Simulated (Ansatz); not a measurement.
For SiO2 (model structure, started from the tetragonal ZrO2 type, P4₂/nmc, No. 137, 6 atoms in the cell), LDA (Ansatz, an electronic-structure program, plane waves, PAW) gives:

```
Quantity                               Value
------------------------------  ------------
equilibrium lattice constant a       2.819 Å
c axis length                        7.699 Å
cohesive energy                 7.21 eV/atom
band gap                             5.16 eV
```

Problem. What does r²SCAN+rVV10 (plane waves, PAW; Ansatz) give for the same quantities?

Solution. 
- lattice constant a: 2.827 Å (grows by 0.3 %)
- lattice parameter c: 7.833 Å (rises by 1.7 %)
- cohesive energy: 6.33 eV/atom (falls by 0.88 eV/atom)
- band gap: 5.91 eV (grows by 0.75 eV)

Changes are worked out from the printed values.

Unless a cell is named, each level is at its own relaxed cell (LDA 10.19, r²SCAN+rVV10 10.43 Å³/atom).

Density-functional gaps are differences of (generalised) Kohn–Sham levels.

Ansatz's density-functional and Hartree–Fock values are scalar-relativistic unless marked +SOC, with PAW data made under PBE.

A model structure was made by putting elements into a prototype or built by hand; it is no filed structure, need not be a known phase, and can be a saddle point held by its symmetry.
